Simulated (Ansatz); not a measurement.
We consider GaN (model structure, started from the BeO type, P4₂/mnm, No. 136, 8 atoms in the cell), described by r²SCAN (Ansatz, a first-principles code, plane waves, PAW).

Settings: plane-wave cutoff 560 eV, 6×6×10 k mesh (along the axes of the cell as run), Fermi–Dirac smearing 0.01 eV, scalar-relativistic PAW data made under PBE.

Cell (relaxed at this level):

```
GaN
1.0
    5.46789     0.00000     0.00000
    0.00000     5.46789     0.00000
    0.00000     0.00000     3.18260
Ga N
4 4
Direct
  0.32086   0.67914   0.00000
  0.67914   0.32086   0.00000
  0.82086   0.82086   0.50000
  0.17914   0.17914   0.50000
  0.31717   0.31717   0.00000
  0.68283   0.68283   0.00000
  0.18283   0.81717   0.50000
  0.81717   0.18283   0.50000
```

Estimate the band gap and smallest direct gap on the k points sampled that the calculation returns.


- band gap: 2.34 eV
- smallest direct gap on the k points sampled: 2.35 eV

Note: the relaxation could raise the start's symmetry but not lower it, so the cell can be a saddle point.

Spin–orbit coupling is not included.

Computed values are for the static lattice.

A model structure was made by putting elements into a prototype or built by hand; it is no filed structure, need not be a known phase, and can be a saddle point held by its symmetry.
